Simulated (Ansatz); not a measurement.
Results of PBE in Ansatz (PAW) for 1T (CdI2-type) MgI2.

Run with plane-wave cutoff 520 eV, 12×12×6 k mesh (along the axes of the cell as run), perturbation theory, scalar-relativistic PAW data made under PBE.

Cell (measured lattice):

```
CELL_PARAMETERS angstrom
      4.15370     0.00000     0.00000
     -2.07685     3.59721     0.00000
      0.00000     0.00000     6.86200
ATOMIC_POSITIONS crystal
  Mg 0.00000 0.00000 0.00000
  I  0.66667 0.33333 0.75662
  I  0.33333 0.66667 0.24338
```

Estimate the electronic dielectric constant ε∞ (mean over three axes) and static dielectric constant (mean over three axes) that the calculation returns.


* **electronic dielectric constant ε∞ (mean over three axes)**: 4.30
* **static dielectric constant (mean over three axes)**: 7.59

Note: the cell isn't this level's own, so it is under some stress, which shifts stiffness and frequencies.

Spin–orbit coupling is not included.

It cost around 50 core-minutes (rough) of CPU time.

Ansatz is a first-principles code.
